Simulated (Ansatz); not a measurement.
Convergence study of the k-point mesh at a smearing width of 0.05 eV for Cu₃Pd (P4mm, 4 atoms in the cell)

```
CELL_PARAMETERS angstrom
      3.68295     0.00000     0.00000
      0.00000     3.68295     0.00000
      0.00000     0.00000     3.68295
ATOMIC_POSITIONS crystal
  Cu 0.01358 0.50000 0.50000
  Cu 0.50000 0.00000 0.50000
  Cu 0.50000 0.50000 0.00000
  Pd 0.00000 0.00000 0.00000
```

Computed with LDA (PW92), default PAW files made with PBE (plane waves; Ansatz, an electronic-structure program).

Base settings: basis.ecutwfc = 30.9 Ry; kpoints.mp_grid.grid = 9 9 9; hamiltonian.xc = lda; hamiltonian.pseudopotentials = {kind: paw} (the program's default PAW files); scf.occupations.method = fermi_dirac; scf.occupations.width = 0.0073 Ry.

In this ladder: scf.occupations.width = 0.0037 Ry.

The second cell is the first with its lattice scaled by 0.98.

Only quantities that move along the ladder and can be compared are tabulated.

The count of work is k-points × plane waves × bands × iterations; it is no time. 

The starting cell comes from a database of computed structures (which also holds hypothetical and non-ambient phases and stackings), without a prior relaxation at this level. Its lattice was rescaled by up to half a per cent. One atom was moved a little off its site on purpose. Spin polarisation is off. In the base run, with a pressure of about -10 GPa the cell is away from its equilibrium volume at this level. Ansatz's pressure includes its estimate of the finite-basis (Pulay) stress.

```tsv
kpoints.mp_grid.grid	free energy less the last step's (meV/atom)	energy of the compressed cell less the first (meV/atom)	pressure (GPa)	largest difference of a force vector from the last step's (eV/Å)	count of work / last
3 3 3	12.03	-20.50	-9.46	0.004	0.0072
4 4 4	-5.27	-26.30	-10.55	0.017	0.022
5 5 5	-5.41	-22.07	-9.68	0.002	0.022
6 6 6	-2.98	-23.76	-10.04	0.002	0.048
7 7 7	0.31	-22.08	-9.72	0.001	0.048
8 8 8	-0.89	-23.22	-9.94	0.001	0.090
10 10 10	-1.40	-23.25	-9.95	0.000	0.17
12 12 12	-0.67	-23.11	-9.93	0.001	0.27
14 14 14	-0.38	-22.89	-9.89	0.000	0.35
17 17 17	0.19	-22.93	-9.87	0.000	0.56
21 21 21	0.00	-22.97	-9.89	0.000	1.0
```

Coarsest kpoints.mp_grid.grid that holds the pressure within 0.1 GPa of the last step, with all finer ones: 8 8 8, at 0.090 of the last step's count of work; the step before is off by 0.17 GPa.

Coarsest kpoints.mp_grid.grid that holds the energy of the compressed cell less the first within 0.2 meV/atom of the last step, with all finer ones: 12 12 12, at 0.27 of the last step's count of work; the step before is off by 0.28 meV/atom.

Coarsest kpoints.mp_grid.grid that holds the free energy within 1 meV/atom of the last step, with all finer ones: 12 12 12, at 0.27 of the last step's count of work; the step before is off by 1.4 meV/atom.

The energy difference between the two cells stays within 1 meV/atom of the last step's from 5 5 5 on, the total only from 12 12 12 on: much of the error is common to both cells and cancels.

Two neighbours can agree and both be off: 4 4 4 and 5 5 5 differ by 0.14 meV/atom in the free energy, yet lie about 5.4 meV/atom from the last step.

Keys are those of Ansatz 0.2.
